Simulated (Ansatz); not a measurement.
Habitual settings against a tight run: CaV2O6 (C2/m, 9 atoms in the cell)

Self-consistent single point.

```xyz
9
Lattice="4.9278 -1.7860 0.0000 4.9278 1.7860 0.0000 -1.6986 0.0000 6.7889" Properties=species:S:1:pos:R:3 pbc="T T T"
Ca     0.0000     0.0000     0.0000
V      1.1562     0.0000     4.5454
V      7.0007     0.0000     2.2435
O      6.3702     0.0000     4.0885
O      1.7868     0.0000     2.7003
O      2.0259     0.0000     5.9531
O      6.1311     0.0000     0.8358
O     -0.4083     0.0000     4.9081
O      8.5652     0.0000     1.8807
```

Level of theory: PBEsol, default PAW files made with PBE (plane waves; Ansatz, an electronic-structure program).

Base settings: basis.ecutwfc = 420 eV; kpoints.mp_grid.grid = 8 8 4; hamiltonian.xc = pbesol; hamiltonian.pseudopotentials = {kind: paw} (the program's default PAW files); scf.occupations.method = fermi_dirac; scf.occupations.width = 0.05 eV.

Tight run (finer mesh or higher cutoff; not a proven limit): basis.ecutwfc: 420 eV → 590 eV; kpoints.mp_grid.grid: 8 8 4 → 11 11 6; scf.convergence.dr2_threshold: default (1e-07 eV) → 1e-09 eV. It gave top of the valence band (on the code's own zero) 4.69 eV; gap on the k-point mesh 2.95 eV; pressure 7.36 GPa; largest force (vector length) 0.911 eV/Å.

Quick runs, as changes from the base:
- A: the base itself
- B: basis.ecutwfc: 420 eV → 335 eV; kpoints.mp_grid.grid: 8 8 4 → 2 2 2; scf.occupations.method: fermi_dirac → cold; scf.occupations.width: 0.05 eV → 0.2 eV; kpoints.mp_grid.shift: default → 0.5 0.5 0.5; scf.convergence.dr2_threshold: default (1e-07 eV) → 0.001 eV
- C: basis.ecutwfc: 420 eV → 335 eV; kpoints.mp_grid.grid: 8 8 4 → 6 6 6; kpoints.mp_grid.shift: default → 0.5 0.5 0.5; scf.convergence.dr2_threshold: default (1e-07 eV) → 0.001 eV
- D: basis.ecutwfc: 420 eV → 295 eV; kpoints.mp_grid.grid: 8 8 4 → 4 4 4; hamiltonian.xc: pbesol → lda; scf.occupations.method: fermi_dirac → cold; scf.occupations.width: 0.05 eV → 0.5 eV; kpoints.mp_grid.shift: default → 0.5 0.5 0.5; width narrowed by the program to 0.3740 eV [LDA (PW92)]
- E: kpoints.mp_grid.grid: 8 8 4 → 4 4 4; scf.convergence.dr2_threshold: default (1e-07 eV) → 0.0001 eV
- F: basis.ecutwfc: 420 eV → 210 eV; kpoints.mp_grid.grid: 8 8 4 → 8 8 8; hamiltonian.xc: pbesol → lda; kpoints.mp_grid.shift: default → 0.5 0.5 0.5; scf.convergence.dr2_threshold: default (1e-07 eV) → 0.001 eV [LDA (PW92)]

Dashes: energy of D, F, another energy zero.

Gaps are read on each run's own mesh, which may miss the band edges.

† marks runs with another functional, U, potentials or spin treatment: their distance from the tight run is not a convergence error alone.

The count of work is k-points × plane waves × bands × iterations; it is no time. 

Pressures in the table are Ansatz's without its Pulay estimate, at a fixed set of plane waves; the tight run's value above holds the estimate.

The starting cell comes from a database of computed structures (which also holds hypothetical and non-ambient phases and stackings), without a prior relaxation at this level. Its lattice was rescaled by a random factor within 2.5 % of one. In the base run, with a pressure of about 7 GPa the cell is away from its equilibrium volume at this level.

```csv
run,energy less tight (meV/atom),pressure less tight (GPa),largest miss in a force vector (eV/Å),gap on the mesh less tight (eV),count of work / tight
A,4.5,-0.60,0.006,-0.007,0.19
B,88.9,-10.92,0.404,0.141,0.0026
C,113.2,-10.29,0.062,0.011,0.067
D†,–,-36.62,0.290,-0.008,0.034
E,4.8,-0.60,0.021,-0.007,0.035
F†,–,-215.98,1.875,-0.217,0.087
```

Among the runs at the tight run's level, the energy misses run from 4.5 to 113.2 meV/atom.

Keys are those of Ansatz 0.2.
